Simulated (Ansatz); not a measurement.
Base system: a 9-atom supercell of PbI2 in the CdI2 type structure (space group P-3m1, No. 164; a = 4.440 Å, c = 6.742 Å; layered) at its relaxed geometry.

Calculations: Kohn–Sham DFT with the PBEsol-D3(BJ) functional, run in Ansatz (a program for electronic structure) with PAW and 420 eV plane waves, no spin-orbit coupling, earlier PAW set.

Before the change:

The mean distance from the defect site to its nearest host atoms comes out as 3.18 Å and the pressure is 0.0 GPa.

The change: one Pb atom is replaced by Si, atoms relaxed at fixed cell, starting from a slightly rattled geometry.

Tabulated Pauling electronegativity and covalent radius: Pb 2.33, 1.46 Å; Si 1.90, 1.11 Å.

Predict the new mean distance from the defect site to its nearest host atoms, largest displacement of a host atom from its site in the perfect cell and pressure.

The mean distance from the defect site to its nearest host atoms falls by 0.24 Å to 2.94 Å; the largest displacement of a host atom from its site in the perfect cell comes out as 0.26 Å; the pressure goes from zero to -1.2 GPa.

The magnetic state is the one reached from the starting moments; the real material's order can differ, and small cells can't hold many antiferromagnetic ones. In so small a cell the defect repeats every few ångströms: this is an ordered compound, not a dilute defect. Starting moments died away, wholly or in part, for Si on a Pb site; another magnetic solution may exist. The defect cell is spin-polarised and ends with 0.0 μB.
